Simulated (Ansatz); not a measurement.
Output of an Ansatz run (abridged):

```
WARN basis.ecutwfc = 420 eV, the default
WARN ansatz: RAYON_NUM_THREADS=1 ignored (pool sized by the plan → 1); use --threads N
Pseudopotentials: kind: paw
Pseudopotential: Al, paw, valence charge 3
Pseudopotential: Pt, paw, valence charge 18
Crystal: 3 atoms, lattice volume = 52.729 Å³
Basis set: ecut = 420 eV, 965 PW (Γ), exchange–correlation on 60×60×60 points (8 copies of the dense FFT grid, shifted against one another)
Bands: 16, of which v1, the nominal top of the filled ones, is band 12 counted from 1 (11 counted from 0)
Symmetry: 48 space group operations
Space group: Fm-3m (ITA 225), of the structure as read, at distance tolerance 3.7e-5 Å
k-points: 20 of 343
Initial density: superposition of atomic densities (neutral atoms: chi_scale 0, normalization atom), corrected by the library's trained network
Initial wavefunctions: pseudopotential atomic-orbital guess
Eigensolver: davidson
Functional: x = pbe(κ = 0.804, μ = 0.2195149727645171), c = pbe(β = 0.06672455060314922)
SCF iter   1: F=—  HF=-13600.686916 eV  |F-HF|=—  |Δ(HF+E_count)|=         —  Δρ=1.54e-3  dr2=1.54e-3  ethr=1.77e-3  ⟨swp⟩=5.2  Hψ=1636  notcnv=0
all-band conjugate gradients solve this SCF's bands
preconditioner: auto → Kerker (q_TF=auto, 2.393 Å⁻¹)
SCF iter   2: F=—  HF=-13600.687211 eV  |F-HF|=—  |Δ(HF+E_count)|=   2.95e-4  Δρ=7.43e-4  dr2=2.54e-4  ethr=6.43e-6  ⟨swp⟩=2.2  Hψ=615  notcnv=0
SCF iter   3: F=—  HF=-13600.687286 eV  |F-HF|=—  |Δ(HF+E_count)|=   7.50e-5  Δρ=2.30e-4  dr2=2.61e-5  ethr=1.06e-6  ⟨swp⟩=2.1  Hψ=464  notcnv=0
SCF iter   4: F=—  HF=-13600.687244 eV  |F-HF|=—  |Δ(HF+E_count)|=   4.22e-5  Δρ=4.35e-5  dr2=1.34e-6  ethr=1.09e-7  ⟨swp⟩=2.3  Hψ=469  notcnv=0
SCF iter   5: F=—  HF=-13600.687243 eV  |F-HF|=—  |Δ(HF+E_count)|=   3.46e-7  Δρ=1.00e-5  dr2=1.03e-7  ethr=5.60e-9  ⟨swp⟩=2.0  Hψ=393  notcnv=0
SCF iter   6: F=-13600.687243 eV  HF=-13600.687243 eV  |F-HF|=5.99e-9  |Δ(HF+E_count)|=   2.29e-8  Δρ=3.43e-6  dr2=7.76e-9  ethr=4.17e-10  ⟨swp⟩=4.4  Hψ=1075  notcnv=0
SCF 1 converged in 6 iterations: F = -13600.687243 eV  dr2 = 7.76e-9
SCF converged after 6 iterations
Free energy (F): -13600.687243 eV
Harris-Foulkes:  -13600.687243 eV  (|F-HF|=5.99e-9)
Internal energy: -13600.639792 eV  (E = F + TS)
E sigma→0 (E₀):  -13600.663518 eV
Entropy (-TS):   -0.047451 eV (-15.817 meV/atom)
Fermi energy:    11.052710 eV
--- Per-component energies (eV) ---
  E_band       = -317.282763
  E_kinetic    = 685.745426
  E_local      = -2724.031645  (includes V_loc(G=0)·N_el)
  E_nonlocal   = 217.351287
  E_hartree    = 1081.673279
  E_xc         = -342.972849
  E_vxc        = -363.045798  (∫ρ·V_xc dr)
  E_paw        = -10388.587478  (= ΣΔE_a)
  E_vpaw       = -296.650008  (= ΣTr[D̂ρ^β])
  E_aug_tail   = 0.000196  (compensation charges beyond the density's cutoff)
  E_ewald      = -2129.818008
  E_smearing   = -0.047451  (= −TS)
  E_closure    = 0.000000  (closes the sum)
  Σ components = -13600.687243   (vs F -13600.687243, Δ=0.00e0)
--- Forces (eV/Å), atoms counted from 1 ---
  atom   1  Al    -0.00000000     0.00000000    -0.00000000
   [... zero for the other atoms too ...]
  max |Σ_I F_I| component: 3.70e-17 eV/Å
--- Stress (GPa, compression-positive) ---
       -0.386006      -0.000000       0.000000
        0.000000      -0.386006       0.000000
        0.000000      -0.000000      -0.386006
  P = ⅓ Tr σ = -0.3860 GPa (-3.860 kbar)
  The stress holds the Pulay correction. Without it, at fixed plane waves, as pw.x and ABINIT print it: P = -0.4422 GPa
--- Band table (eV; the first three rows and the last of 20) ---
  k-point 0: bands = ["-87.7550", "-41.9821", "-41.9821", "-41.9821", "0.9986", "6.1227", "6.1227", "6.1227", "7.4482", "7.4482", "13.8729", "14.8660", "14.8660", "14.8660", "16.3608", "16.3608"]
  k-point 1: bands = ["-87.7550", "-41.9826", "-41.9822", "-41.9822", "1.2735", "5.9610", "6.2102", "6.2102", "7.4225", "7.4225", "12.3146", "14.1671", "14.1671", "14.2902", "16.8577", "16.8645"]
  k-point 2: bands = ["-87.7550", "-41.9835", "-41.9824", "-41.9824", "2.0519", "5.5982", "6.3708", "6.3708", "7.4556", "7.4556", "9.5613", "13.0408", "13.0408", "14.7829", "16.3055", "16.3678"]
  k-point 19: bands = ["-87.7550", "-41.9838", "-41.9836", "-41.9829", "4.7542", "5.1858", "5.8808", "6.3841", "7.2421", "7.6497", "8.2984", "8.7071", "10.4105", "15.2195", "16.7255", "17.0759"]
```

The structure:

```
CELL_PARAMETERS angstrom
      0.00000     2.97628     2.97628
      2.97628     0.00000     2.97628
      2.97628     2.97628     0.00000
ATOMIC_POSITIONS crystal
  Al 0.25000 0.25000 0.25000
  Al 0.75000 0.75000 0.75000
  Pt 0.00000 0.00000 0.00000
```

Q: What input produced this log?

A: Other spellings and defaults could give the same log, and not every line can be read from it. The input that was run (DFT, PBE, plane waves, default PAW files):

Ansatz 0.2 input:
```yaml
crystal:
  lattice:
    - [0.000000, 2.976276, 2.976276]
    - [2.976276, 0.000000, 2.976276]
    - [2.976276, 2.976276, 0.000000]
  atoms:
    - { symbol: Al, position_ang: [1.488138, 1.488138, 1.488138] }
    - { symbol: Al, position_ang: [4.464414, 4.464414, 4.464414] }
    - { symbol: Pt, position_ang: [0.000000, 0.000000, 0.000000] }
kpoints:
  mp_grid: { grid: [7, 7, 7] }
hamiltonian:
  xc: pbe
  pseudopotentials: { kind: paw }
scf:
  occupations: { method: fermi_dirac, width: 0.1 }
output:
  forces: true
  eigenvalues: true
  stress: true
```

The starting cell has typed, rounded lattice constants, without a prior relaxation at this level. Its lattice was rescaled by a random factor within 2.5 % of one. Spin-orbit coupling is off. Spin polarisation is off. Ansatz's pressure includes its estimate of the finite-basis (Pulay) stress.

Ansatz is a first-principles code.
